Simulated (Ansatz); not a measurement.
The reference is SrTiO3 in the cubic perovskite structure (space group Pm-3m, No. 221).

```
SrTiO3
1.0
    3.90753     0.00000     0.00000
    0.00000     3.90753     0.00000
    0.00000     0.00000     3.90753
Sr Ti O
1 1 3
Direct
  0.00000   0.00000   0.00000
  0.50000   0.50000   0.50000
  0.00000   0.50000   0.50000
  0.50000   0.50000   0.00000
  0.50000   0.00000   0.50000
```

Cartesian axes are those of the cell as printed.

Calculations: r2SCAN (Ansatz, a quantum-chemistry and plane-wave program), no SOC, earlier PAW set.

Before the change:

| Item | Value |
|---|---|
| Pressure | 0.0 kbar |

One thing is altered: biaxial strain +0.75 %, plane normal [001], relaxed out of plane (Cartesian); in-plane vectors clamped, the third vector and the atoms free.

Q: What does the calculation give for the out-of-plane strain and pressure after the change?

A: The out-of-plane strain amounts to -0.45 %; the pressure (mean of the normal stresses, compression positive) goes from zero to -18.9 kbar.

Stability against distortions was not tested. The final runs are not spin-polarised. Many cubic perovskites are stable only at high temperature; tilts and polar distortions were not tested.
